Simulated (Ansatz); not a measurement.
A user runs Ansatz (a program for electronic structure) on LaSi2Os2 (I4/mmm, 5 atoms in the cell) and asks whether the run is sound. The aim is a self-consistent single point with DFT, PBEsol, plane waves, default PAW files made with PBE.

Cell that was meant: a = 5.9398 Å, b = 5.9398 Å, c = 5.9398 Å, α = 137.48°, β = 137.48°, γ = 61.70°.

Part of the input:

Ansatz 0.2 input:
```yaml
    - { symbol: Si, position: [0.63844000, 0.63844000, 0.00000000] }
    - { symbol: Os, position: [0.25000000, 0.75000000, 0.50000000] }
    - { symbol: Os, position: [0.75000000, 0.25000000, 0.50000000] }
basis:
  ecutrho_ratio: 2
kpoints:
  mp_grid: { grid: [9, 9, 9] }
hamiltonian:
```

The program printed (abridged):

```
WARN basis.ecutwfc = 420 eV, the default
WARN basis.ecutrho_ratio = 2 (ecutrho = 840 eV) is below the records' recommended cutoff
   [... lines left out ...]
PAW frozen core: Os, regenerated for the run's functional, and the local potential with it
Initial density: superposition of atomic densities (neutral atoms: chi_scale 0, normalization atom), corrected by the library's trained network
Initial wavefunctions: pseudopotential atomic-orbital guess
Eigensolver: davidson
Functional: x = pbesol(κ = 0.804, μ = 0.12345679012345678), c = pbesol(β = 0.046)
SCF iter   1: F=—  HF=-29909.630439 eV  |F-HF|=—  |Δ(HF+E_count)|=         —  Δρ=3.96e-3  dr2=3.09e-2  ethr=1.77e-3  ⟨swp⟩=5.2  Hψ=8817  notcnv=0
all-band conjugate gradients solve this SCF's bands
preconditioner: auto → Kerker (q_TF=auto, 2.461 Å⁻¹)
SCF iter   2: F=—  HF=-29909.627832 eV  |F-HF|=—  |Δ(HF+E_count)|=   2.61e-3  S|Δr|=    0.00e0  Δρ=2.06e-3  dr2=8.12e-3  ethr=6.05e-5  ⟨swp⟩=1.9  Hψ=3985  notcnv=0  defer=2
   [... lines left out ...]
SCF iter   4: F=—  HF=-29909.626248 eV  |F-HF|=—  |Δ(HF+E_count)|=   1.11e-4  S|Δr|=    0.00e0  Δρ=1.29e-4  dr2=2.70e-5  ethr=9.23e-7  ⟨swp⟩=2.0  Hψ=3548  notcnv=0  defer=2
SCF iter   5: F=—  HF=-29909.626216 eV  |F-HF|=—  |Δ(HF+E_count)|=   3.12e-5  S|Δr|=    0.00e0  Δρ=3.17e-5  dr2=1.56e-6  ethr=5.30e-8  ⟨swp⟩=2.0  Hψ=3543  notcnv=0  defer=3
SCF iter   6: F=-29909.626216 eV  HF=-29909.626216 eV  |F-HF|=1.82e-8  |Δ(HF+E_count)|=   2.83e-7  S|Δr|=    0.00e0  Δρ=5.46e-6  dr2=4.71e-8  ethr=1.96e-10  ⟨swp⟩=8.5  Hψ=12655  notcnv=0
SCF 1 converged in 6 iterations: F = -29909.626216 eV  dr2 = 4.71e-8
Stability not checked (fill_not_monotonic)
Free energy (F): -29909.626216 eV
Internal energy: -29909.628502 eV  (E = F + TS)
E sigma→0 (E₀):  -29909.626978 eV
Entropy (-TS):   0.002286 eV (0.457 meV/atom)
Fermi energy:    14.369638 eV
--- Forces (eV/Å), atoms counted from 1 ---
  atom   1  La     0.00000000    -0.00000000     0.00000000
  atom   2  Si     0.00000000     0.00000000    -0.40958714
  atom   3  Si    -0.00000000    -0.00000000     0.40958714
   [... lines left out ...]
  P = ⅓ Tr σ = -11.2653 GPa (-112.653 kbar)
  The stress holds the Pulay correction, which leaves out the density cutoff's part. Without it, at fixed plane waves, as pw.x and ABINIT print it …
settings of this run that can trade accuracy for cost: basis.ecutrho_ratio < 4. Do not mix this run's numbers with those of runs without the same settings …
```

### Question
Is anything amiss in this input, and did it matter?

### Answer
The compared values did not move, but the log warns. The input holds a density cutoff or grid that is too coarse, which can do harm: the charge density holds wave vectors up to twice those of the orbitals (four times the energy cutoff), and augmentation charges need more still. The run converged in 6 iterations, and against the sound input the free energy hardly moves (within 1 meV/atom), the pressure stays at -11.27 GPa and the largest force stays at 0.410 eV/Å. The full log also holds (shortened here): “WARN basis.ecutrho_ratio = 2 (ecutrho = 840 eV) is below the records' recommended cutoff”. At a fixed set of plane waves, without the program's Pulay estimate, the pressure is -11.29 GPa against -11.30 GPa.

The sound input it was made from differs as follows (other fixes are possible):
```diff
-basis:
-  ecutrho_ratio: 2
```

With that input, the run converged in 6 iterations: free energy E − TS (on the zero of these files) -29909.6262 eV; Fermi level (on the code's own zero) 14.37 eV; pressure -11.27 GPa; largest force (vector length) 0.410 eV/Å (DFT, PBEsol, plane waves, default PAW files made with PBE).

On the sound input: the starting cell comes from a database of computed structures (which also holds hypothetical and non-ambient phases and stackings), without a prior relaxation at this level. Its lattice was rescaled by a random factor within 2.5 % of one. Spin polarisation is off. With a pressure of about -11 GPa the cell is away from its equilibrium volume at this level. Ansatz's pressure includes its estimate of the finite-basis (Pulay) stress.
